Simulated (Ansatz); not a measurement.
**SiO2 in the rutile structure (space group P4_2/mnm, No. 136)**

SiO₂ is taken in the tetragonal space group P4₂/mnm (No. 136), the rutile structure, Pearson symbol tP6. Cell: a = b = 4.195 Å, c = 2.678 Å, α = β = γ = 90.00°. Si on 2a is surrounded by 6 O at 1.765–1.816 Å (octahedral). O on 4g is coordinated by 3 Si at 1.765–1.816 Å (trigonal planar). (Neighbours: up to the widest gap in distance over summed covalent radii, below 1.35, at either atom.)

Method: PBEsol (Ansatz, a program for electronic structure, PAW, no SOC), earlier PAW set. Settings: 8×8×12 k-points, 0.05 eV Fermi–Dirac smearing.

| Property | Value |
|---|---|
| Volume per atom | 7.85 Å³ |
| Density | 4.23 g/cm³ |
| Band gap | 5.36 eV, direct at Γ |
| Electron mass | 0.37 mₑ along c, 0.47 mₑ across |
| Hole mass | 1.8 mₑ along c, 1.1 mₑ across |
| Lowest conduction-band minima above the VBM | Γ 5.36 eV |
| Total energy | -582.141 eV/atom (σ→0; compares only within this code and set-up) |

Masses are band curvatures over ±0.01 Å⁻¹ around the edge. Stability against distortions was not tested.
